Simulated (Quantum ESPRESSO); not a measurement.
Quantum ESPRESSO run on FeNi₃ (Pm-3m, 4 atoms in the cell): self-consistent single point.

Level of theory: PBE, PSlibrary PAW (PBE) pseudopotentials (plane waves; Quantum ESPRESSO).

The change in words: lattice scaled by 0.98. Reference geometry:
```yaml
crystal:
  lattice:
    - [3.56869, 0.00000, 0.00000]
    - [0.00000, 3.56869, 0.00000]
    - [0.00000, 0.00000, 3.56869]
  atoms:
    - { symbol: Fe, position: [0.00000, 0.00000, 0.00000], spin: 4.0 }
    - { symbol: Ni, position: [0.00000, 0.50000, 0.50000], spin: 2.0 }
    - { symbol: Ni, position: [0.50000, 0.00000, 0.50000], spin: 2.0 }
    - { symbol: Ni, position: [0.50000, 0.50000, 0.00000], spin: 2.0 }
```
(The spins are starting values, not results.)

Reference input (self-consistent single point, DFT, PBE, plane waves, PSlibrary PAW (PBE) pseudopotentials): ecutwfc = 55 Ry; ecutrho = 330 Ry; occupations = smearing; smearing = fd; degauss = 0.0099958 Ry; nspin = 2; potentials = {Fe: Fe.pbe-n-kjpaw_psl.1.0.0.UPF, Ni: Ni.pbe-n-kjpaw_psl.1.0.0.UPF}; K_POINTS = automatic 9 9 9 0 0 0; conv_thr = 1e-10 Ry; mixing_beta = 0.4. This run's input differs from it in these lines:

```diff
@@ -36,5 +36,5 @@
 CELL_PARAMETERS angstrom
-   3.5686930000     0.0000000000     0.0000000000
-   0.0000000000     3.5686930000     0.0000000000
-   0.0000000000     0.0000000000     3.5686930000
+   3.4973190000     0.0000000000     0.0000000000
+   0.0000000000     3.4973190000     0.0000000000
+   0.0000000000     0.0000000000     3.4973190000
```

Output (repeated stretches shortened):

```
     Self-consistent Calculation

     iteration #  1     ecut=    55.00 Ry     beta= 0.40

---- Real-time Memory Report at c_bands before calling an iterative solver
           144 MiB given to the printing process from OS
            82 MiB allocation reported by mallinfo(arena+hblkhd)
------------------

     total energy              =    -697.57446562 Ry
     estimated scf accuracy    <       2.38856313 Ry

     total magnetization       =     4.87 Bohr mag/cell
     absolute magnetization    =     4.90 Bohr mag/cell

     iteration #  2     ecut=    55.00 Ry     beta= 0.40

   [... lines left out ...]
     absolute magnetization    =     5.14 Bohr mag/cell

     iteration # 24     ecut=    55.00 Ry     beta= 0.40

---- Real-time Memory Report at c_bands before calling an iterative solver
           210 MiB given to the printing process from OS
           100 MiB allocation reported by mallinfo(arena+hblkhd)
------------------

     Magnetic moment per site  (integrated on atomic sphere of radius R)
     atom   1 (R=0.292)  charge=  6.4246  magn=  2.8107
     atom   2 (R=0.292)  charge=  8.7359  magn=  0.6688
     atom   3 (R=0.292)  charge=  8.7359  magn=  0.6688
     atom   4 (R=0.292)  charge=  8.7359  magn=  0.6688
     End of self-consistent calculation

     the Fermi energy is    14.3327 ev

!    total energy              =    -698.90819142 Ry
     estimated scf accuracy    <          1.9E-11 Ry
     smearing contrib. (-TS)   =      -0.01523340 Ry
     internal energy E=F+TS    =    -698.89295802 Ry

      -> PAW hartree energy AE =     292.87277215 Ry
      -> PAW hartree energy PS =    -291.83946825 Ry
      -> PAW xc energy AE      =    -494.08928050 Ry
      -> PAW xc energy PS      =     156.90249756 Ry
      -> total E_H with PAW    =      70.37658543 Ry
      -> total E_XC with PAW   =    -493.40228613 Ry

     total magnetization       =     4.68 Bohr mag/cell
     absolute magnetization    =     5.14 Bohr mag/cell

     convergence has been achieved in  24 iterations

     Forces acting on atoms (cartesian axes, Ry/au):

   [... lines left out ...]
   [... zero for the other atoms too ...]

     Total force =     0.000000     Total SCF correction =     0.000000

          total   stress  (Ry/bohr**3)                   (kbar)     P=       91.83
   0.00062427   0.00000000   0.00000000           91.83        0.00        0.00
   0.00000000   0.00062427   0.00000000            0.00       91.83        0.00
   0.00000000   0.00000000   0.00062427            0.00        0.00       91.83

   JOB DONE.
```

The run converged in 24 iterations. Against the reference run the free energy goes up by 11.8 meV/atom, the pressure goes from -3.41 to 9.18 GPa and the size of the net moment hardly changes (1.20 to 1.17 μB/atom).

The starting cell comes from a database of computed structures (which also holds hypothetical and non-ambient phases and stackings), without a prior relaxation at this level. Its lattice was rescaled by a random factor within 2.5 % of one. For this run, on top of that: lattice scaled by 0.98. The magnetic order is the one reached from the typed start; others were not searched systematically. With a pressure of about 9 GPa the cell is away from its equilibrium volume at this level.

Cost on one core of a shared machine: roughly 4 min.
